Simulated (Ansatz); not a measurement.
# FeO, pressure series

The reference is FeO in the rock salt structure (space group Fm-3m, No. 225; ferromagnetic).

FeO has the cubic space group Fm-3m (No. 225), the rock salt structure, Pearson symbol cF8. Cell: a = b = c = 4.246 Å, α = β = γ = 90.00°. O on 4a is surrounded by 6 Fe at 2.123 Å (octahedral). Fe on 4b is surrounded by 6 O at 2.123 Å (octahedral). (Neighbours: up to the widest gap in distance over summed covalent radii, below 1.35, at either atom; cation-cation and far metal-metal contacts left out.)
(The calculation used a cell of 2 atoms; values per cell refer to that cell.)

Cell and atoms are relaxed at each pressure.

The values are results of PBEsol in Ansatz (plane waves to 420 eV, PAW, without spin-orbit coupling), not measurements.

Two rows of this table had their results exchanged by mistake.

```
pressure          volume per atom (Å³)  shortest distance (Å)  band gap
----------------  --------------------  ---------------------  --------
pressure −2 GPa                   9.66                  2.130      zero
pressure −1 GPa                   9.61                  2.126      zero
pressure 1.8 GPa                  8.38                  2.032      zero
pressure 4.2 GPa                  9.38                  2.109      zero
pressure 9 GPa                    9.19                  2.095      zero
pressure 18 GPa                   8.83                  2.067      zero
pressure 30 GPa                   9.49                  2.117      zero
pressure 45 GPa                   7.93                  1.994      zero
pressure 60 GPa                   7.56                  1.963      zero
```

### Question
Which two?

### Answer
The rows for pressure 1.8 GPa and pressure 30 GPa: the volume has to fall steadily with pressure, so 9.49 Å³ belongs to pressure 1.8 GPa and 8.38 Å³ to pressure 30 GPa.

Load acts through the strain it causes; cell and atoms are relaxed under it. Whether these cells are dynamically stable was not tested. No other phases were tried under pressure. No Hubbard U is applied and the magnetic state is the run's own (FeO ferromagnetic); small cells can't hold the antiferromagnetic order that many such compounds have, so gaps and moments can be off. In its common phase, real FeO is an antiferromagnetic insulator at low temperature.

Ansatz is a program for electronic structure.
